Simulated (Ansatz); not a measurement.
wurtzite ZnO: the defect V_Zn

The numbers are results of PBE, PAW (plane waves to 420 eV; Ansatz, an electronic-structure program), not measurements. Cell: 192 sites, 4×2×3 repeats of a cell of 8 atoms; final energies on a 2×2×2 shifted mesh. Site at the start: the Zn site. Energies of charged states are corrected for periodic images (point charge plus alignment at distant sites). Dielectric constants: PBE linear response of the host. Host gap at this level: 0.74 eV. A cell of this size leaves errors of a few tenths of an eV. PBE underestimates the host's gap, which shifts levels and can delocalise carriers. Spin–orbit coupling is left out. Each state is the lowest found from its start.

Formation energies E_f are given with the Fermi level at the valence-band maximum. Chemical conditions: O-rich (Δμ(Zn) = -2.85 eV; only phases computed here count, gases as isolated molecules at 0 K); Zn-rich (Δμ(Zn) = 0.00 eV; only phases computed here count, gases as isolated molecules at 0 K). Reference phases: Zn: hcp Zn.

Charges with a result: +1, 0, −1, −2. Others weren't obtained, and one of them could lie lower, also by skipping a charge.

| charge | moment (μB) | largest move off a lattice site (Å) | image correction with alignment (eV) | E_f, O-rich (eV) | E_f, Zn-rich (eV) | above the lowest spin state (eV) |
|---|---|---|---|---|---|---|
| +1† | fractional | 0.26 | -0.07 | – | – | 0.00 |
| +1† | fractional | 0.26 | -0.07 | – | – | 0.00 |
| 0† | fractional | 0.26 | 0.00 | 2.49 | 5.33 | 0.00 |
| 0† | not spin-polarised | 0.28 | 0.00 | 2.52 | 5.36 | 0.03 |
| −1† | 1.0 | 0.31 | 0.25 | – | – | 0.00 |
| −1† | 1.0 | 0.31 | 0.25 | – | – | 0.00 |
| −2 | not spin-polarised | 0.38 | 0.73 | 3.19 | 6.03 | 0.00 |

† Not settled in this cell, so no level is given: charge +1: fractional moment, a level filled in part, carriers not clearly localised, level within 0.1 eV of a band edge or past it; charge 0: fractional moment, a level filled in part, carriers not clearly localised; charge −1: a level filled in part.

Starting moments that weren't kept: charge +1 began with 3 μB and ended with 1.3; charge −1 began with 3 μB and ended with 1.0.

Flagged in the runs: a host whose relaxation on this sampling wasn't shown to rest, a strain field that reaches the edge of the cell.

All states together cost roughly 22 core-hours.
